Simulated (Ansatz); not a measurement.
**La2O3: pressure −1 GPa**

Start from La2O3 (space group P-3m1, No. 164; a = 3.940 Å, c = 6.188 Å).

The change: hydrostatic tension (pressure −1 GPa).

The values are results of PBE/PAW in Ansatz (a first-principles code), no SOC, not measurements. Settings: 10×10×6 k-points, 0.05 eV Fermi–Dirac smearing.

- Volume per atom = 16.80 Å³ (base 16.64 Å³)
- Density = 6.44 g/cm³ (base 6.50 g/cm³)
- Lattice parameter a = 394.8 pm (base 394.0 pm)
- c/a ratio = 1.576 (base 1.570)
- Shortest interatomic distance = 237.4 pm (base 237.0 pm)
- Enthalpy H = E + PV relative to the base's energy = -0.10 eV/atom
- Band gap = 3.83 eV (base 3.83 eV)
- Gap character = indirect, L → M (base indirect, L → M)
- Smallest direct gap = 3.96 eV (base 3.96 eV)
- Width of the top valence band = 0.36 eV (base 0.36 eV)

Final structure:

```yaml
crystal:
  lattice:
    - [3.94769, 0.00000, 0.00000]
    - [-1.97384, 3.41880, 0.00000]
    - [0.00000, 0.00000, 6.22300]
  atoms:
    - { symbol: La, position: [0.33333, 0.66667, 0.24804] }
    - { symbol: La, position: [0.66667, 0.33333, 0.75196] }
    - { symbol: O, position: [0.00000, 0.00000, 0.00000] }
    - { symbol: O, position: [0.33333, 0.66667, 0.64498] }
    - { symbol: O, position: [0.66667, 0.33333, 0.35502] }
```

Load acts through the strain it causes; cell and atoms are relaxed under it. Stability against distortions was not tested.
